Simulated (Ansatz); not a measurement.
The parent structure is Al in the diamond structure (space group Fd-3m, No. 227; a = 6.0499 Å; a hypothetical phase, not in the database extracts checked; relaxed with 0.1 eV smearing). Axes: x, y, z lie along the cube axes.

Computed with Ansatz (a quantum-chemistry and plane-wave program) PBE, scalar-relativistic without spin-orbit coupling.

Strains are applied to the cell and any free atomic positions relax.

One change was made to it. Results:

```tsv
quantity	base	after
energy relative to the base (free energy F)	0 meV/atom	+21 meV/atom
pressure	0.0 GPa	3.4 GPa
```

Which change produced these results?
A) uniaxial strain ε_xx = −1.12 %
B) isotropic strain −2.56 %
C) isotropic strain +1.11 %
D) uniaxial strain ε_xx = −5.78 %

B, isotropic strain −2.56 %. For comparison, the energy relative to the base in the other runs: uniaxial strain ε_xx = −1.12 % gives +0.2 meV/atom; uniaxial strain ε_xx = −5.78 % gives +6.3 meV/atom; isotropic strain +1.11 % gives +3.4 meV/atom.

Whether these cells are dynamically stable was not tested.
